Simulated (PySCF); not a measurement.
PySCF 2.14.0, unrestricted WB97X/def2-svp, df: diboron tetrachloride cation (ClB(Cl)B(Cl)Cl), charge +1, multiplicity 2, 6 atoms. The geometry is a generated start, not checked to be a minimum at this level.

- task = energy
- method = wb97x
- basis = def2-svp
- two-electron scheme = density fitting
- mol.max_memory = 3000 MB
- mf.max_cycle = 100
- mf.init_guess = minao (default)
- mf.DIIS = CDIIS (default)
- mf.diis_space = 8 (default)
- mf.conv_tol = 1e-09 (default)
- mf.grids.level = 3 (default)
- basis functions = 100
- grid points = 103616

```xyz
6

Cl    -1.6712    -1.4313     0.6102
B     -0.8465    -0.0828    -0.0701
Cl    -1.8023     1.0743    -0.9083
B      0.8442     0.0846     0.0719
Cl     1.9255    -1.0518    -0.6263
Cl     1.5501     1.4071     0.9226
```

Charge 1 and multiplicity 2 are set for this test and not shown to be the ground state.

One run each on 2 threads, 1 BLAS thread. Values of level_shift (Hartree) tried: 0 (default), 0.1, 0.3, 1.

### Question
How does the count of Fock builds change with level_shift (Hartree), and where is it least?

### Answer
Fewest Fock builds: 0 (default) with 16. The count rises to 45 at 1. All converge to one solution.

| level_shift (Hartree) | Fock builds | end |
|---|---|---|
| 0 (default) | 16 | same solution |
| 0.1 | 19 | same solution |
| 0.3 | 24 | same solution |
| 1 | 45 | same solution |
